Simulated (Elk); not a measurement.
A self-consistent single point of MgAl3 (I4/mmm, 4 atoms in the cell) with Elk

Computed with Elk 10.2.4 with PBEsol, all-electron FP-LAPW, Elk's shipped species files, APW+lo basis with extra local orbitals.

The input file:

```
tasks
  0

xctype
  22

rgkmax
  7.5

gmaxvr
  16.0

nxlo
  2

lorbcnd
  .true.

lmaxi
  2

stype
  0

swidth
  0.00367493

avec
   -3.8653780961    3.8653780961    7.7863991780
    3.8653780961   -3.8653780961    7.7863991780
    3.8653780961    3.8653780961   -7.7863991780

sppath
  './'

atoms
  2   : nspecies
  'Mg.in'   : spfname
  1   : natoms; atposl, bfcmt below
  0.0000000000  0.0000000000  0.0000000000    0.0 0.0 0.0
  'Al.in'   : spfname
  3   : natoms; atposl, bfcmt below
  0.5000000000  0.5000000000  0.0000000000    0.0 0.0 0.0
  0.2500000000  0.7500000000  0.5000000000    0.0 0.0 0.0
  0.7500000000  0.2500000000  0.5000000000    0.0 0.0 0.0

ngridk
  8 8 8
```

Output (repeated stretches shortened):

```
│ Elk code version 10.2.4 │

All units are atomic (Hartree, Bohr, etc.)

│ Ground-state run starting from atomic densities │

Lattice vectors :
  -3.865378096       3.865378096       7.786399178
   3.865378096      -3.865378096       7.786399178
   3.865378096       3.865378096      -7.786399178

Unit cell volume      :    465.3509646
Brillouin zone volume :   0.5330390013

Muffin-tin inner radius fraction :   0.1000000000E-01

Nuclei treated as point charges

Species :    1 (Mg)
 parameters loaded from : Mg.in
 name : magnesium
 nuclear charge    :   -12.00000000
 electronic charge :    12.00000000
 atomic mass :    44305.30462
 muffin-tin radius :    2.200000000
 number of radial points in muffin-tin :    397
 atomic positions (lattice), magnetic fields (Cartesian) :
   1 :   0.00000000  0.00000000  0.00000000    0.00000000  0.00000000  0.00000000

Species :    2 (Al)
 parameters loaded from : Al.in
 name : aluminium
 nuclear charge    :   -13.00000000
 electronic charge :    13.00000000
 atomic mass :    49184.33492
 muffin-tin radius :    2.200000000
 number of radial points in muffin-tin :    397
 atomic positions (lattice), magnetic fields (Cartesian) :
   1 :   0.50000000  0.50000000  0.00000000    0.00000000  0.00000000  0.00000000
   2 :   0.25000000 -0.25000000  0.50000000    0.00000000  0.00000000  0.00000000
   3 :  -0.25000000  0.25000000  0.50000000    0.00000000  0.00000000  0.00000000

Total number of atoms per unit cell :    4

Spin treatment :
 spin-unpolarised

Number of Bravais lattice symmetries :   16
Number of crystal symmetries         :   16
Crystal has inversion symmetry
Real symmetric eigensolver will be used

k-point grid :      8     8     8
k-point offset :    0.000000000       0.000000000       0.000000000
k-point set is reduced with full crystal symmetry group
Total number of k-points :       59

Muffin-tin radius times maximum |G+k| :    7.500000000
 using average radius
Maximum |G+k| for APW functions       :    3.409090909
Maximum (1/2)|G+k|²                   :    5.810950413
Maximum |G| for potential and density :    16.00000000
 potential will be trimmed for |G| > 2 gkmax
Constant for pseudocharge density :    9
Radial integration step length :    4

G-vector grid sizes :     49    49    49
Number of G-vectors :    32167

Maximum angular momentum used for
 APW functions                      :    8
 outer part of muffin-tin           :    6
 inner part of muffin-tin           :    2

Total nuclear charge    :   -51.00000000
Total core charge       :    14.00000000
Total valence charge    :    37.00000000
Total excess charge     :    0.000000000
Total electronic charge :    51.00000000

Effective Wigner radius, rₛ :    1.296305243

Number of empty states         :   16
Total number of valence states :   35
Total number of core states    :   14

Conduction state local-orbitals added automatically
Total number of local-orbitals :  273

Exchange-correlation functional :     22     0     0
 PBEsol, Phys. Rev. Lett. 100, 136406 (2008)
 gradient requirement :    1
 generalised gradient approximation (GGA)

Smearing type :    0
 Gaussian
Smearing width :   0.3674930000E-02
Effective electronic temperature (K) :    1160.451112

Mixing type :    3
 Broyden mixing, J. Phys. A: Math. Gen. 17, L317 (1984)

Kohn-Sham potential initialised from atomic data

│ Self-consistent loop started │
│ Loop number : 1 │
 total energy                :     -927.920106502
│ Loop number : 2 │
 total energy                :     -927.917285983
RMS change in Kohn-Sham potential (target) :   0.7660140979     (  0.1000000000E-05)
Absolute change in total energy (target)   :   0.2820518447E-02 (  0.1000000000E-03)
│ Loop number : 3 │
 total energy                :     -927.582419726
RMS change in Kohn-Sham potential (target) :   0.3941722124     (  0.1000000000E-05)
Absolute change in total energy (target)   :   0.3355713871     (  0.1000000000E-03)
│ Loop number : 4 │
 total energy                :     -927.266160583
RMS change in Kohn-Sham potential (target) :   0.1374237870     (  0.1000000000E-05)
Absolute change in total energy (target)   :   0.4001519895     (  0.1000000000E-03)
│ Loop number : 5 │
 total energy                :     -927.108886952
RMS change in Kohn-Sham potential (target) :   0.3632037002E-01 (  0.1000000000E-05)
Absolute change in total energy (target)   :   0.2573116282     (  0.1000000000E-03)
│ Loop number : 6 │
 total energy                :     -927.051716884
RMS change in Kohn-Sham potential (target) :   0.7732802820E-02 (  0.1000000000E-05)
Absolute change in total energy (target)   :   0.1214979748     (  0.1000000000E-03)
│ Loop number : 7 │
 total energy                :     -927.032162181
RMS change in Kohn-Sham potential (target) :   0.8893420853E-03 (  0.1000000000E-05)
Absolute change in total energy (target)   :   0.4992919715E-01 (  0.1000000000E-03)
│ Loop number : 8 │
 total energy                :     -927.027572569
RMS change in Kohn-Sham potential (target) :   0.3729637238E-03 (  0.1000000000E-05)
Absolute change in total energy (target)   :   0.1707191068E-01 (  0.1000000000E-03)
│ Loop number : 9 │
 total energy                :     -927.025692562
RMS change in Kohn-Sham potential (target) :   0.3324071027E-04 (  0.1000000000E-05)
Absolute change in total energy (target)   :   0.6147985528E-02 (  0.1000000000E-03)
│ Loop number : 10 │
 total energy                :     -927.026196047
RMS change in Kohn-Sham potential (target) :   0.1042840423E-04 (  0.1000000000E-05)
Absolute change in total energy (target)   :   0.1033510747E-02 (  0.1000000000E-03)
│ Loop number : 11 │
 total energy                :     -927.026361103
RMS change in Kohn-Sham potential (target) :   0.2232159045E-05 (  0.1000000000E-05)
Absolute change in total energy (target)   :   0.9332165439E-04 (  0.1000000000E-03)
│ Loop number : 12 │
 total energy                :     -927.026336974
RMS change in Kohn-Sham potential (target) :   0.8840232183E-06 (  0.1000000000E-05)
Absolute change in total energy (target)   :   0.4745934268E-04 (  0.1000000000E-03)
Convergence targets achieved

│ Loop number : 13 │

Energies :
 Fermi                       :     0.240976538341
 sum of eigenvalues          :     -493.331463731
 electron kinetic            :      928.281233071
 core electron kinetic       :      675.882577304
 Coulomb                     :     -1784.78498886
 Coulomb potential           :     -1329.74758860
 nuclear-nuclear             :     -161.714161133
 electron-nuclear            :     -1916.39406686
 Hartree                     :      293.323239130
 Madelung                    :     -1119.91119456
 xc potential                :     -91.8651082024
 exchange                    :     -68.2731044026
 correlation                 :     -2.24947047640
 total energy                :     -927.026330671

Density of states at Fermi energy :    27.85105983
 (states/Hartree/unit cell)

Estimated indirect band gap :   0.2610904689E-03
 from k-point     23 to k-point     20
Estimated direct band gap   :   0.2107683306E-01
 at k-point     18

Charges :
 core                        :    14.00000000
 valence                     :    37.00000000
 interstitial                :    6.857203335
 muffin-tins (core leakage)
  species :    1 (Mg)
   atom    1                 :    10.56912729     (  0.6661338148E-15)
  species :    2 (Al)
   atom    1                 :    11.18992631     (  0.4750670731E-03)
   atom    2                 :    11.19187153     (  0.4752981126E-03)
   atom    3                 :    11.19187153     (  0.4752981126E-03)
 total in muffin-tins        :    44.14279667
 total calculated charge     :    50.96652652
 total charge                :    51.00000000
 error                       :   0.3347348023E-01

│ Self-consistent loop stopped │
```

The run converged in 13 iterations. The count includes the last loop, which Elk runs after its targets are met.

The starting cell comes from a database of computed structures (which also holds hypothetical and non-ambient phases and stackings), without a prior relaxation at this level. Values depend on the basis (sphere radii, cutoffs, local orbitals), which need not be converged. The log's line on a gap gives a spacing of levels on this mesh, which the program prints for metals too.

Cost on one core of a shared machine: roughly 70 s.
